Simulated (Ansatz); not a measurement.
Input:

End structure of I on the 1x1 (111) surface of fcc Ni, ferromagnetic, one in a 2x2 cell, started at the site 'hollow Ni-Ni-Ni over Ni at depth 2.0 Å':

```yaml
crystal:
  lattice:
    - [4.97715, 0.00000, 0.00000]
    - [-2.48857, 4.31034, 0.00000]
    - [0.00000, 0.00000, 25.50000]
  atoms:
    - { symbol: Ni, position: [0.16667, 0.33333, 0.38155] }
    - { symbol: Ni, position: [0.16667, 0.83333, 0.38155] }
    - { symbol: Ni, position: [0.66667, 0.33333, 0.38155] }
    - { symbol: Ni, position: [0.66667, 0.83333, 0.38155] }
    - { symbol: Ni, position: [0.33333, 0.16667, 0.46024] }
    - { symbol: Ni, position: [0.33333, 0.66667, 0.46024] }
    - { symbol: Ni, position: [0.83333, 0.16667, 0.46024] }
    - { symbol: Ni, position: [0.83333, 0.66667, 0.46024] }
    - { symbol: Ni, position: [0.99928, 0.00072, 0.53992] }
    - { symbol: Ni, position: [0.99928, 0.49856, 0.53992] }
    - { symbol: Ni, position: [0.50144, 0.00072, 0.53992] }
    - { symbol: Ni, position: [0.50000, 0.50000, 0.53945] }
    - { symbol: Ni, position: [0.16356, 0.33178, 0.61933] }
    - { symbol: Ni, position: [0.16667, 0.83333, 0.61697] }
    - { symbol: Ni, position: [0.66822, 0.33178, 0.61933] }
    - { symbol: Ni, position: [0.66822, 0.83644, 0.61933] }
    - { symbol: I, position: [0.50000, 0.50000, 0.70323] }
```

Set-up: 17 atoms, 6.0 Å thick at the start under the adsorbate (thin: gaps and levels are the slab's own); mesh 7x7x1; 0.1 eV smearing; dipole correction on; 8 atoms held, the rest relaxed; symmetry of the start imposed; spin-polarised, no spin-orbit, no U, no dispersion correction. At the end it is bonded to 3 Ni. In PBE it is, or lies within 0.03 eV of, the lowest of the starts that converged.

A negative adsorption energy means that the adsorbate is more stable on the surface than in its reference.

Problem. Predict the change of the work function from PBE run with Ansatz (a quantum-chemistry and plane-wave program).

Solution. -0.70 eV

Problem. Estimate the change of the step from the bottom to the top vacuum level, against the clean slab that PBE returns for this input.

Solution. -0.69 eV

Problem. What work function of the top face does PBE give?

Solution. 4.38 eV

Problem. What adsorption energy against ½ I2(g) does PBE give?

Solution. -1.78 eV
